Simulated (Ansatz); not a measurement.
Phonon-limited resistivity of ScAl (Cmcm) against temperature in μΩ·cm, PBEsol, DFPT electron-phonon coupling, linearised Boltzmann equation in Ansatz (a program for electronic structure), harmonic crystal at a fixed cell. x, y and z are the axes of this cell:
```
AlSc
1.0
    1.64842    -5.50303     0.00000
    1.64842     5.50303     0.00000
    0.00000     0.00000     4.33393
Sc Al
2 2
Cartesian
  1.64842  -3.71664   1.08348
  1.64842   3.71664   3.25045
  1.64842  -0.76591   1.08348
  1.64842   0.76591   3.25045
```

| T | ρ (x) | ρ (y) | ρ (z) |
|---|---|---|---|
| 50 K | 1.82 | 2.5 | 2.8 |
| 77 K | 4.9 | 6.9 | 7.3 |
| 100 K | (withheld) | 11.5 | 12.0 |
| 150 K | 15.4 | 22 | (withheld) |
| 200 K | 22 | 32 | 34 |
| 250 K | 29 | 42 | 44 |
| 273 K | 32 | 46 | 48 |
| 300 K | 36 | 51 | 54 |
| 350 K | 42 | 60 | 63 |
| 400 K | 48 | 69 | 73 |
| 500 K | 60 | 85 | 90 |

**Question.** Fill in the missing entries.

**Answer.** 
- 100 K, ρ (x): 8.1
- 150 K, ρ (z): 23

A metal at this level (no band gap). Only scattering by harmonic phonons is included (no impurities, grain boundaries, electron-electron scattering or thermal expansion). Spin-orbit coupling is left out. Values near or above 100 μΩ·cm, or paths under about 2 nm, lie near resistivity saturation, where the Boltzmann equation overshoots. Halving the electron mesh (28x28x20) moves the resistivity by up to 9 %. Smearing 0.20 eV; phonons on a 4x4x3 q mesh, which this run doesn't test and which matters most at low temperature.

Computed structure with no diffraction record at hand here (it may be known, metastable or hypothetical): ScAl (Cmcm).
